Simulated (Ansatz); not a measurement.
Consider the following.

End structure of the (0001) surface of hcp Ti, one row in 2 of the top plane missing (bottom of the slab: a bare face, its two planes held):

```xyz
11
Lattice="2.9386 0.0000 0.0000 -2.9386 5.0899 0.0000 0.0000 0.0000 28.0000" Properties=species:S:1:pos:R:3 pbc="T T T"
Ti     1.4693     0.8483     8.1856
Ti     0.0000     3.3932     8.1856
Ti     0.0000     1.6966    10.5114
Ti    -1.4693     4.2416    10.5114
Ti     1.4693     0.8778    12.8884
Ti    -0.0001     3.3878    12.8523
Ti    -0.0001     1.6380    15.3060
Ti    -1.4695     4.2767    15.1093
Ti     1.4692     0.9226    17.7014
Ti    -0.0001     3.4534    17.3606
Ti    -1.4693     3.4913    19.4696
```

Set-up: 11 atoms, 11.6 Å thick at the start; mesh 15x8x1; 0.1 eV smearing; dipole correction on; 4 atoms held, the rest relaxed; held to the part of the start's symmetry that mesh and held atoms allow; no spin, no spin-orbit, no U. It is one candidate, not shown to be the stable structure of the face.

Estimate the work function of the top face that PBE in Ansatz (a first-principles code) returns for this input.

3.32 eV
